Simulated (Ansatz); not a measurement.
Start from ZnSiP₂ in the chalcopyrite structure (space group I-42d, No. 122).

```xyz
8
Lattice="-2.7093 2.7093 5.2698 2.7093 -2.7093 5.2698 2.7093 2.7093 -5.2698" Properties=species:S:1:pos:R:3 pbc="T T T"
Zn     0.0000     0.0000     0.0000
Zn     0.0000     2.7093     2.6349
Si     0.0000     0.0000     5.2698
Si     2.7093     0.0000     2.6349
P      1.2608     1.3546     6.5873
P      1.3546    -1.2608     3.9524
P      1.4485     1.3546     1.3175
P      1.3546     3.9701    -1.3175
```

Method: PBE, PAW, 420 eV (Ansatz, a program for electronic structure; no spin-orbit coupling).

For the base:

| Quantity | Result |
|---|---|
| Valence-band top at Γ | 0.00, -0.13, -0.13 eV |
| Electron mass | 1.5 mₑ along c, 0.26 mₑ across (at Γ) |
| Hole mass | 0.16 mₑ along c, 0.40 mₑ across (at Γ) |

Perturbation: the cell is scaled by 0.9775 in all directions, atoms relaxed at fixed cell.

Question: What does the calculation give for the mean gap deformation potential ΔEg/Δln V, valence-band top at Γ, energy relative to the base, electron mass and hole mass after the change?

Answer: The mean gap deformation potential ΔEg/Δln V comes out as +2.5 eV; the valence-band top at Γ (three highest levels, from the VBM) goes from 0.00, -0.13, -0.13 eV to 0.00, -0.14, -0.14 eV; the energy grows by 25 meV/atom; the electron mass goes from 1.5 mₑ along c, 0.26 mₑ across (at Γ) to 1.4 mₑ along c, 0.25 mₑ across (at Γ); the hole mass becomes 0.18 mₑ along c, 0.36 mₑ across (at Γ) (base: 0.16 mₑ along c, 0.40 mₑ across (at Γ)).

The cells carry an imposed strain or load. Effective masses come from finite differences of ±0.01 Å⁻¹. No phonon test of stability was made.
